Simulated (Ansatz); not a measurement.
Where the default PAW files enter, the runs use the earlier of Ansatz's two default sets.

## Evanescent states of AgCl (Fm-3m, rock salt, 2 atoms a cell, 21.3 Å³ an atom) along the normal of (001)

Method: r2SCAN (plane waves, PAW; Ansatz, a quantum-chemistry and plane-wave program).

The gap is the functional's own. No spin-orbit coupling. Mid-gap values are interpolated on the energy grid.

Energies count from the valence-band top; κ is the least over a 8×8 mesh across the current.

```csv
E (eV),κ (1/Å),where
0.04,0.066,off Γ
0.14,0.114,off Γ
0.23,0.145,off Γ
0.32,0.170,off Γ
0.41,0.191,off Γ
0.49,0.209,off Γ
0.58,0.225,off Γ
0.68,0.237,Γ
0.77,0.224,Γ
0.85,0.209,Γ
0.94,0.194,Γ
1.03,0.177,Γ
1.12,0.159,Γ
1.22,0.137,Γ
1.30,0.111,Γ
1.40,0.075,Γ
```

**Question.** How thick must the barrier be to attenuate the transmission by 10^8 when the electrodes' Fermi level lies at 0.94 eV, and what attenuation does that film give at 0.41 eV?

**Answer.** d = 8 ln 10 / (2 × 0.194) = 47.5 Å. At 0.41 eV it gives 8 × 0.191/0.194 = 7.9 decades.
